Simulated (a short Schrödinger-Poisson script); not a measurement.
## Gated Al0.3Ga0.7As/GaAs δ-doped gas in a quantum well

Structure: gated Al0.3Ga0.7As/GaAs δ-doped gas in a quantum well, at 300 K.

| layer | material | thickness (nm) | Na (cm⁻³) |
|---|---|---|---|
| 1 | Al0.3Ga0.7As | 20 | - |
| 2 | Al0.3Ga0.7As | 3 | - |
| 3 | GaAs | 20 | - |
| 4 | Al0.3Ga0.7As | 4000 | 1e14 |

Constants are typed, rounded textbook-type inputs, not results; the design itself was drawn at random and stands for no fabricated device. Al0.3Ga0.7As: permittivity 12.05, conduction-band edge (eV) 0.237, gap (eV) 1.798, electron mass (mₑ) 0.0919, Nv at 300 K (cm⁻³) 9e18. GaAs: permittivity 12.9, conduction-band edge (eV) 0, gap (eV) 1.424, Nv at 300 K (cm⁻³) 9e18.

Channel valleys (confinement mass, in-plane density-of-states mass, number): Γ 0.067, 0.067, 1. At the gate the conduction-band edge of layer 1 lies 0.99 eV − eVg above the Fermi level of the channel; the field vanishes at the back. Sheet of ionised δ-doping: +2.2e12 e/cm² at 20 nm from the gate. The barrier under the gate holds no holes. Gaps are held at their typed values at every temperature. Mesh 0.08 nm at interfaces.

Solved with a short Schrödinger-Poisson script written for these runs: 1D Poisson equation in equilibrium, electrons quantum, Hartree (BenDaniel-Duke, 40 states a valley, the channel's in-plane mass for all, wave functions free to enter the barrier), parabolic valleys, classical holes, full ionisation, no traps, pinning or gate leakage.

```tsv
Vg (V)	electrons (cm⁻²)	in the channel layer	C (μF/cm²)	Γ E0 (meV)	Γ E1 (meV)
0.5	9.09e11	8.76e11	0.374	-10.7	29.4
0.45	7.93e11	7.68e11	0.368	-5.3	33.0
0.4	6.80e11	6.61e11	0.360	0.5	37.0
0.35	5.69e11	5.54e11	0.351	6.8	41.7
0.3	4.61e11	4.51e11	0.340	13.8	47.3
0.25	3.57e11	3.50e11	0.325	21.9	54.1
0.2	2.59e11	2.54e11	0.305	31.5	62.7
0.15	1.68e11	1.66e11	0.273	43.8	74.3
0.1	9.08e10	8.95e10	0.222	60.7	90.9
0.05	3.46e10	3.41e10	0.136	86.2	116.4
0	8.01e9	7.90e9	0.0460	124.3	154.6
-0.05	1.32e9	1.30e9	0.0106	171.0	201.3
-0.1	1.97e8	1.95e8	0.00393	220.1	250.4
-0.15	2.90e7	2.87e7	0.00301	269.6	299.9
-0.2	4.27e6	4.22e6	< 0.003	319.2	349.4
```

Gate voltages with under 1e6 electrons/cm² are left out.

Subbands count from the Fermi level.
